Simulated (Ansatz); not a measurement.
# A computed series for AlN: pressure series

Base system: AlN in the wurtzite structure (space group P6_3mc, No. 186; a = 3.130 Å, c = 5.018 Å).

Cell and atoms are relaxed at each pressure.

Computed with PBE (Ansatz, a first-principles code; PAW; 420 eV plane waves; without spin-orbit coupling).

```csv
pressure (GPa),volume per atom (Å³/atom)
-2,10.759
-1,?
0,10.645
0.9,10.596
2.1,10.532
4.5,10.410
9,10.198
15,9.943
30,9.412
```

Q: Fit the third-order Birch–Murnaghan form P(V) = (3B₀/2)[(V₀/V)^(7/3) − (V₀/V)^(5/3)]·[1 + (3/4)(B₀′ − 4)((V₀/V)^(2/3) − 1)] (squares taken in P) to the rows shown and predict the withheld row.

A: Least squares on the printed values gives V₀ = 10.645 Å³/atom, B₀ = 193 GPa, B₀′ = 3.8; this predicts 10.701 Å³/atom, and the run gives 10.701 Å³/atom, in agreement.

Load acts through the strain it causes; cell and atoms are relaxed under it. Whether these cells are dynamically stable was not tested. Measured, AlN leaves this structure (for rock salt) near 14 GPa (temperature not stated; as listed in Datta, Sujoy, Jana, Debnarayan, arXiv (2020)), on rising pressure, with hysteresis.
